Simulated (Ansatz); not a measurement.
Start from SnAu in the NiAs type structure (space group P6_3/mmc, No. 194).

SnAu is modelled in the hexagonal space group P6₃/mmc (No. 194), the NiAs type structure, Pearson symbol hP4. Conventional cell: a = 4.3327 Å, b = 4.3327 Å, c = 5.5562 Å, α = 90.00°, β = 90.00°, γ = 120.00°. Sn on 2c has 6 Au at 2.861 Å. Au on 2a has 2 Au at 2.778 Å and 6 Sn at 2.861 Å. (Neighbours: up to the widest gap in distance over summed covalent radii, below 1.35, at either atom.)

Levels (all Ansatz, a program for electronic structure, PAW): PBEsol (420 eV, no spin-orbit coupling); PBEsol+SOC (420 eV, with spin-orbit coupling).

The geometry is relaxed with PBEsol.

| Item | Result |
|---|---|
| PBEsol pressure | 0.0 GPa |

### Question
What does PBEsol+SOC give at this geometry for the pressure?

### Answer
The pressure goes from zero to -0.8 GPa.

Single points use the geometry relaxed with PBEsol. Differences between runs with and without spin-orbit coupling are approximate. Whether these cells are dynamically stable was not tested.
